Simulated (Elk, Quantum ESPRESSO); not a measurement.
An Elk input for a self-consistent single point of InAs (F-43m, 2 atoms in the cell) (DFT, PBE, all-electron FP-LAPW, Elk's shipped species files, APW+lo basis with extra local orbitals):

```
tasks
  0

xctype
  20

tforce
  .true.

rgkmax
  8.0

gmaxvr
  18.0

lmaxapw
  10

lmaxo
  8

nxlo
  2

lorbcnd
  .true.

lradstp
  2

nrmtscf
  2.0

rmtscf
  0.93

lmaxi
  4

stype
  3

swidth
  0.00183747

scale
  1.889726125

avec
    0.0000000000    2.9694000000    2.9694000000
    2.9694000000    0.0000000000    2.9694000000
    2.9694000000    2.9694000000    0.0000000000

atoms
  2   : nspecies
  'In.in'   : spfname
  1   : natoms; atposl, bfcmt below
  0.0000000000  0.0000000000  0.0000000000    0.0 0.0 0.0
  'As.in'   : spfname
  1   : natoms; atposl, bfcmt below
  0.2500000000  0.2500000000  0.2500000000    0.0 0.0 0.0

ngridk
  9 9 9
```

Translate this input to Quantum ESPRESSO.

One input that does it (others would too):

```fortran
&CONTROL
  calculation = 'scf'
  prefix = 'scf'
  outdir = './tmp'
  pseudo_dir = './'
  tprnfor = .true.
  tstress = .true.
/
&SYSTEM
  ibrav = 2
  celldm(1) = 11.2227055089
  nat = 2
  ntyp = 2
  ecutwfc = 85
  occupations = 'smearing'
  smearing = 'fd'
  degauss = 0.0036749
/
&ELECTRONS
  conv_thr = 1.0d-10
  mixing_beta = 0.7
/
ATOMIC_SPECIES
In   114.8180  In.upf
As    74.9216  As.upf
ATOMIC_POSITIONS {crystal}
In    0.0000000000    0.0000000000    0.0000000000
As    0.2500000000    0.2500000000    0.2500000000
K_POINTS {automatic}
9 9 9  0 0 0
```

Basis settings and potentials, where a program has them, do not carry over. This input uses DFT, PBE, plane waves, PseudoDojo standard norm-conserving (PBE) pseudopotentials.

The starting cell has typed, rounded lattice constants, without a prior relaxation at this level. For this run, on top of that: lattice scaled by 0.98.
